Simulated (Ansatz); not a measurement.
System: ZnSnO3 (R-3, No. 148; cell taken from a computed entry). Method: PBEsol (plane waves, PAW; Ansatz, a first-principles code).

Settings: plane-wave cutoff 520 eV, 8×8×8 k mesh, Fermi–Dirac smearing 0.01 eV, scalar-relativistic PAW data made under PBE.

Cell (relaxed with PBEsol):

```
CELL_PARAMETERS angstrom
      2.65354     1.53202     4.67542
     -2.65354     1.53202     4.67542
      0.00000    -3.06405     4.67542
ATOMIC_POSITIONS crystal
  Zn 0.36500 0.36500 0.36500
  Zn 0.63500 0.63500 0.63500
  Sn 0.14916 0.14916 0.14916
  Sn 0.85084 0.85084 0.85084
  O  0.04961 0.44640 0.75760
  O  0.95039 0.55360 0.24240
  O  0.75760 0.04961 0.44640
  O  0.24240 0.95039 0.55360
  O  0.44640 0.75760 0.04961
  O  0.55360 0.24240 0.95039
```

### Question
Estimate the band gap and smallest direct gap on the k points sampled that the calculation returns.

### Answer

- band gap: 1.44 eV
- smallest direct gap on the k points sampled: 1.52 eV

Spin–orbit coupling is not included.

Computed values are for the static lattice.
